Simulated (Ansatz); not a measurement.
# VIr₃ (model structure, started from the A15 type, Pm-3n, No. 223, 8 atoms in the cell)

Level of theory: r²SCAN (Ansatz, a first-principles code, PAW).

Numerical settings: plane-wave cutoff 560 eV, 12×12×12 k mesh, Fermi–Dirac smearing 0.05 eV, spin-polarised with parallel moments, scalar-relativistic PAW data made under PBE.

Cell (relaxed at this level):

```cif
data_Ir6V2
_chemical_formula_sum 'Ir6 V2'
_space_group_name_H-M_alt 'P 1'
_space_group_IT_number 1
_cell_length_a 4.87376
_cell_length_b 4.87376
_cell_length_c 4.87376
_cell_angle_alpha 90.000
_cell_angle_beta 90.000
_cell_angle_gamma 90.000
loop_
_space_group_symop_operation_xyz
  'x, y, z'
loop_
_atom_site_label
_atom_site_type_symbol
_atom_site_fract_x
_atom_site_fract_y
_atom_site_fract_z
_atom_site_occupancy
Ir1 Ir 0.25000 0.00000 0.50000 1
Ir2 Ir 0.75000 0.00000 0.50000 1
Ir3 Ir 0.00000 0.50000 0.25000 1
Ir4 Ir 0.00000 0.50000 0.75000 1
Ir5 Ir 0.50000 0.25000 0.00000 1
Ir6 Ir 0.50000 0.75000 0.00000 1
V1 V 0.00000 0.00000 0.00000 1
V2 V 0.50000 0.50000 0.50000 1
```
Starting moments (μB, in the order of the record's atoms Ir Ir Ir Ir Ir Ir V V): 0.0 0.0 0.0 0.0 0.0 0.0 2.0 2.0.

For VIr₃ (model structure, started from the A15 type, Pm-3n, No. 223, 8 atoms in the cell), the band gap is zero (no gap) and the bulk modulus is 291 GPa.

Note: the magnetic order was assumed, not searched for or taken from measurement; the bulk modulus is −V dP/dV from two relaxed cells at ±2 % in volume; the moments ended far under their starting size, a low-moment state that need not be the lowest; the relaxation could raise the start's symmetry but not lower it, so the cell can be a saddle point.

Spin–orbit coupling is not included.

Static lattice: no zero-point or thermal effects.

Computing time: about 24 core-minutes (a rough figure).

A model structure was made by putting elements into a prototype or built by hand; it is no filed structure, need not be a known phase, and can be a saddle point held by its symmetry.
